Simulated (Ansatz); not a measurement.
The starting structures come from a database of crystals and need not be the phases stable at ambient conditions.

 Where the default PAW files enter, the runs use the earlier of Ansatz's two default sets.

Evanescent states of AgI (P4/nmm, not sure to be the ambient phase, 4 atoms a cell, 30.1 Å³ an atom) along the normal of (001)

Level of theory: PBEsol (plane waves, PAW; Ansatz, a quantum-chemistry and plane-wave program).

The gap is the functional's own. No spin-orbit coupling. Mid-gap values are interpolated on the energy grid.

Energies count from the valence-band top; κ is the least over a 8×8 mesh across the current.

```csv
E (eV),κ (1/Å),where
0.04,0.078,Γ
0.10,0.134,Γ
0.17,0.171,Γ
0.24,0.193,Γ
0.32,0.189,Γ
0.39,0.184,Γ
0.46,0.178,Γ
0.53,0.171,Γ
0.59,0.164,Γ
0.67,0.155,Γ
0.73,0.144,Γ
0.81,0.132,Γ
0.88,0.118,Γ
0.94,0.101,Γ
1.01,0.080,Γ
1.08,0.047,Γ
```

**Question.** How thick must the barrier be to attenuate the transmission by 10^4 when the electrodes' Fermi level lies at 0.94 eV, and what attenuation does that film give at 1.08 eV?

**Answer.** d = 4 ln 10 / (2 × 0.101) = 45.6 Å. At 1.08 eV it gives 4 × 0.047/0.101 = 1.9 decades.
